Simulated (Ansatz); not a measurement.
SnSiO3 (model structure, started from the tetragonal perovskite type, P4mm, No. 99, 5 atoms in the cell)

Calculation: LDA in Ansatz (plane waves, PAW).

Numerical settings: plane-wave cutoff 520 eV, 10×10×10 k mesh, Fermi–Dirac smearing 0.01 eV, scalar-relativistic PAW data made under PBE.

Cell (relaxed at this level):

```cif
data_O3SiSn
_chemical_formula_sum 'Si1 Sn1 O3'
_space_group_name_H-M_alt 'P4mm'
_space_group_IT_number 99
_space_group_name_Hall 'P 4 -2'
_cell_length_a 3.44291
_cell_length_b 3.44291
_cell_length_c 4.58554
_cell_angle_alpha 90.000
_cell_angle_beta 90.000
_cell_angle_gamma 90.000
loop_
_atom_site_label
_atom_site_type_symbol
_atom_site_symmetry_multiplicity
_atom_site_Wyckoff_symbol
_atom_site_fract_x
_atom_site_fract_y
_atom_site_fract_z
_atom_site_occupancy
Si1 Si 1 b 0.50000 0.50000 0.48908 1
Sn1 Sn 1 a 0.00000 0.00000 0.01114 1
O1 O 1 b 0.50000 0.50000 0.84297 1
O2 O 2 c 0.00000 0.50000 0.38140 1
```

* **band gap**: 0.72 eV (on the SCF k mesh)
* **Γ–Γ gap**: 3.93 eV
* **bulk modulus B0**: 101 GPa

Note: the bulk modulus is −V dP/dV from two relaxed cells at ±2 % in volume; the relaxation could raise the start's symmetry but not lower it, so the cell can be a saddle point.

Spin–orbit coupling is not included.

Static lattice: no zero-point or thermal effects.

Computing time: very roughly 10 core-minutes.

A model structure was made by putting elements into a prototype or built by hand; it is no filed structure, need not be a known phase, and can be a saddle point held by its symmetry.

Ansatz is an electronic-structure program.
